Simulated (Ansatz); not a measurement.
Si (Fd-3m) under hydrostatic pressure: electron mobility at 300 K along x by r2SCAN, finite-displacement electron-phonon coupling, linearised Boltzmann equation (plane waves, PAW, scalar-relativistic; Ansatz, a first-principles code). The unloaded cell, whose axes the loads refer to:

Si has the cubic space group Fd-3m, origin choice 1 (No. 227), the diamond structure, Pearson symbol cF8. Conventional cell: a = b = c = 5.4442 Å, α = β = γ = 90.00°. Si on 8b is coordinated by 4 Si at 2.357 Å (tetrahedral). (Neighbours: up to the widest gap in distance over summed covalent radii, below 1.35, at either atom.)
(The calculation used a cell of 2 atoms; values per cell refer to that cell.)

```json
[
 {"hydrostatic pressure (GPa)": "-5", "volume per atom (Å³)": "21.38", "electron mobility at 300 K along x (cm²/(V·s))": "1270"},
 {"hydrostatic pressure (GPa)": "-3", "volume per atom (Å³)": "20.85", "electron mobility at 300 K along x (cm²/(V·s))": "1360"},
 {"hydrostatic pressure (GPa)": "0", "volume per atom (Å³)": "20.17", "electron mobility at 300 K along x (cm²/(V·s))": "1480"},
 {"hydrostatic pressure (GPa)": "2", "volume per atom (Å³)": "19.78", "electron mobility at 300 K along x (cm²/(V·s))": "1550"},
 {"hydrostatic pressure (GPa)": "4", "volume per atom (Å³)": "19.42", "electron mobility at 300 K along x (cm²/(V·s))": "1610"},
 {"hydrostatic pressure (GPa)": "6", "volume per atom (Å³)": "19.09", "electron mobility at 300 K along x (cm²/(V·s))": "1660"},
 {"hydrostatic pressure (GPa)": "9", "volume per atom (Å³)": "18.64", "electron mobility at 300 K along x (cm²/(V·s))": "?"}
]
```

Fit a straight line to ln(electron mobility at 300 K along x) against the load over the rows given, and predict the row at 9 GPa.

The means are x̄ = 0.667 GPa and ȳ = 7.3011; Σ(x − x̄)(y − ȳ) = 2.132 and Σ(x − x̄)² = 87.33, so the slope is 2.44 % per GPa, and the rows given lie within 1.7 % of the line. At 9 GPa the line gives 1820 cm²/(V·s); the calculation gives 1740 cm²/(V·s), 4.4 % from it, so the trend bends or changes character over this range.

Dilute carriers scattered by harmonic phonons alone; a coarser fine mesh moves the values by up to 2 %. Spin-orbit coupling is left out. Stresses and pressures are the targets of the relaxation. The structure type is held at every load. Geometry: relaxed with this functional, without spin-orbit coupling.
